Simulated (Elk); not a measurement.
## Worked example: self-consistent single point of Mg3Sn (I4/mmm, 4 atoms in the cell) in Elk

Method of the run: Elk with PBEsol, all-electron FP-LAPW, Elk's shipped species files, LAPW+lo basis.

Input:

```
tasks
  0

xctype
  22

rgkmax
  8.0

gmaxvr
  14.0

nxoapwlo
  1

stype
  0

swidth
  0.00999582

scale
  1.889726125

avec
   -2.2315150000    2.2315150000    4.4998200000
    2.2315150000   -2.2315150000    4.4998200000
    2.2315150000    2.2315150000   -4.4998200000

sppath
  './'

atoms
  2   : nspecies
  'Mg.in'   : spfname
  3   : natoms; atposl, bfcmt below
  0.5000000000  0.5000000000  0.0000000000    0.0 0.0 0.0
  0.2500000000  0.7500000000  0.5000000000    0.0 0.0 0.0
  0.7500000000  0.2500000000  0.5000000000    0.0 0.0 0.0
  'Sn.in'   : spfname
  1   : natoms; atposl, bfcmt below
  0.0000000000  0.0000000000  0.0000000000    0.0 0.0 0.0

ngridk
  8 8 8
```

Output (repeated stretches shortened):

```
│ Elk code version 10.2.4 │

All units are atomic (Hartree, Bohr, etc.)

│ Ground-state run starting from atomic densities │

Lattice vectors :
  -4.216952194       4.216952194       8.503427412
   4.216952194      -4.216952194       8.503427412
   4.216952194       4.216952194      -8.503427412

Unit cell volume      :    604.8551117
Brillouin zone volume :   0.4100985652

Muffin-tin inner radius fraction :   0.1000000000E-01

Nuclei treated as point charges

Species :    1 (Mg)
 parameters loaded from : Mg.in
 name : magnesium
 nuclear charge    :   -12.00000000
 electronic charge :    12.00000000
 atomic mass :    44305.30462
 muffin-tin radius :    2.200000000
 number of radial points in muffin-tin :    397
 atomic positions (lattice), magnetic fields (Cartesian) :
   1 :   0.50000000  0.50000000  0.00000000    0.00000000  0.00000000  0.00000000
   2 :   0.25000000 -0.25000000  0.50000000    0.00000000  0.00000000  0.00000000
   3 :  -0.25000000  0.25000000  0.50000000    0.00000000  0.00000000  0.00000000

Species :    2 (Sn)
 parameters loaded from : Sn.in
 name : tin
 nuclear charge    :   -50.00000000
 electronic charge :    50.00000000
 atomic mass :    216395.0920
 muffin-tin radius :    2.600000000
 number of radial points in muffin-tin :    597
 atomic positions (lattice), magnetic fields (Cartesian) :
   1 :   0.00000000  0.00000000  0.00000000    0.00000000  0.00000000  0.00000000

Total number of atoms per unit cell :    4

Spin treatment :
 spin-unpolarised

Number of Bravais lattice symmetries :   16
Number of crystal symmetries         :   16
Crystal has inversion symmetry
Real symmetric eigensolver will be used

k-point grid :      8     8     8
k-point offset :    0.000000000       0.000000000       0.000000000
k-point set is reduced with full crystal symmetry group
Total number of k-points :       59

Muffin-tin radius times maximum |G+k| :    8.000000000
 using average radius
Maximum |G+k| for APW functions       :    3.478260870
Maximum (1/2)|G+k|²                   :    6.049149338
Maximum |G| for potential and density :    14.00000000
 potential will be trimmed for |G| > 2 gkmax
Constant for pseudocharge density :    9
Radial integration step length :    4

G-vector grid sizes :     48    48    48
Number of G-vectors :    28021

Maximum angular momentum used for
 APW functions                      :    8
 outer part of muffin-tin           :    6
 inner part of muffin-tin           :    1

Total nuclear charge    :   -86.00000000
Total core charge       :    36.00000000
Total valence charge    :    50.00000000
Total excess charge     :    0.000000000
Total electronic charge :    86.00000000

Effective Wigner radius, rₛ :    1.188560879

Number of empty states         :   16
Total number of valence states :   41
Total number of core states    :   36

Total number of local-orbitals :   41

Exchange-correlation functional :     22     0     0
 PBEsol, Phys. Rev. Lett. 100, 136406 (2008)
 gradient requirement :    1
 generalised gradient approximation (GGA)

Smearing type :    0
 Gaussian
Smearing width :   0.9995820000E-02
Effective electronic temperature (K) :    3156.430308

Mixing type :    3
 Broyden mixing, J. Phys. A: Math. Gen. 17, L317 (1984)

Kohn-Sham potential initialised from atomic data

│ Self-consistent loop started │
│ Loop number : 1 │
 total energy                :     -6778.92343071
│ Loop number : 2 │
 total energy                :     -6778.89807987
RMS change in Kohn-Sham potential (target) :   0.6787507216     (  0.1000000000E-05)
Absolute change in total energy (target)   :   0.2535083857E-01 (  0.1000000000E-03)
│ Loop number : 3 │
 total energy                :     -6778.09692560
RMS change in Kohn-Sham potential (target) :   0.3565930692     (  0.1000000000E-05)
Absolute change in total energy (target)   :   0.8074919822     (  0.1000000000E-03)
│ Loop number : 4 │
 total energy                :     -6776.93957513
RMS change in Kohn-Sham potential (target) :   0.1273065202     (  0.1000000000E-05)
Absolute change in total energy (target)   :    1.359223465     (  0.1000000000E-03)
│ Loop number : 5 │
 total energy                :     -6776.40279908
RMS change in Kohn-Sham potential (target) :   0.3397653047E-01 (  0.1000000000E-05)
Absolute change in total energy (target)   :   0.8765819172     (  0.1000000000E-03)
│ Loop number : 6 │
 total energy                :     -6776.22551138
RMS change in Kohn-Sham potential (target) :   0.7115917671E-02 (  0.1000000000E-05)
Absolute change in total energy (target)   :   0.3964331805     (  0.1000000000E-03)
│ Loop number : 7 │
 total energy                :     -6776.17847620
RMS change in Kohn-Sham potential (target) :   0.7893629931E-03 (  0.1000000000E-05)
Absolute change in total energy (target)   :   0.1461434736     (  0.1000000000E-03)
│ Loop number : 8 │
 total energy                :     -6776.17475497
RMS change in Kohn-Sham potential (target) :   0.3235887042E-03 (  0.1000000000E-05)
Absolute change in total energy (target)   :   0.4025710276E-01 (  0.1000000000E-03)
│ Loop number : 9 │
 total energy                :     -6776.17490288
RMS change in Kohn-Sham potential (target) :   0.1500508068E-04 (  0.1000000000E-05)
Absolute change in total energy (target)   :   0.9916365478E-02 (  0.1000000000E-03)
│ Loop number : 10 │
 total energy                :     -6776.17535095
RMS change in Kohn-Sham potential (target) :   0.9740674963E-05 (  0.1000000000E-05)
Absolute change in total energy (target)   :   0.2031014194E-02 (  0.1000000000E-03)
│ Loop number : 11 │
 total energy                :     -6776.17527503
RMS change in Kohn-Sham potential (target) :   0.1543522971E-05 (  0.1000000000E-05)
Absolute change in total energy (target)   :   0.5836770461E-03 (  0.1000000000E-03)
│ Loop number : 12 │
 total energy                :     -6776.17519071
RMS change in Kohn-Sham potential (target) :   0.5780294054E-06 (  0.1000000000E-05)
Absolute change in total energy (target)   :   0.2302413632E-03 (  0.1000000000E-03)
│ Loop number : 13 │
 total energy                :     -6776.17518126
RMS change in Kohn-Sham potential (target) :   0.2008902245E-06 (  0.1000000000E-05)
Absolute change in total energy (target)   :   0.6700539416E-04 (  0.1000000000E-03)
Convergence targets achieved

│ Loop number : 14 │

Energies :
 Fermi                       :     0.182743934715
 sum of eigenvalues          :     -4046.91771151
 electron kinetic            :      7101.46450529
 core electron kinetic       :      6668.18953719
 Coulomb                     :     -13666.9289957
 Coulomb potential           :     -10871.9950488
 nuclear-nuclear             :     -565.195457024
 electron-nuclear            :     -15331.4720286
 Hartree                     :      2229.73848990
 Madelung                    :     -8230.93147132
 xc potential                :     -276.387168016
 exchange                    :     -206.135172071
 correlation                 :     -4.57552333772
 total energy                :     -6776.17518583

Density of states at Fermi energy :    45.08953159
 (states/Hartree/unit cell)

Estimated indirect band gap :   0.1665994203E-02
 from k-point     16 to k-point     30
Estimated direct band gap   :   0.1068285515E-01
 at k-point     17

Charges :
 core                        :    36.00000000
 valence                     :    50.00000000
 interstitial                :    6.406386993
 muffin-tins (core leakage)
  species :    1 (Mg)
   atom    1                 :    10.47577602     (  0.8881784197E-15)
   atom    2                 :    10.46954914     (   0.000000000    )
   atom    3                 :    10.46954914     (   0.000000000    )
  species :    2 (Sn)
   atom    1                 :    48.17873872     (  0.6741510666E-04)
 total in muffin-tins        :    79.59361301
 total calculated charge     :    85.98011234
 total charge                :    86.00000000
 error                       :   0.1988765787E-01

│ Self-consistent loop stopped │
```

The run converged in 14 iterations. The count includes the last loop, which Elk runs after its targets are met.

The starting cell comes from a database of computed structures (which also holds hypothetical and non-ambient phases and stackings), without a prior relaxation at this level. Values depend on the basis (sphere radii, cutoffs, local orbitals), which need not be converged. The log's line on a gap gives a spacing of levels on this mesh, which the program prints for metals too.

Cost on one core of a shared machine: roughly 2 min.
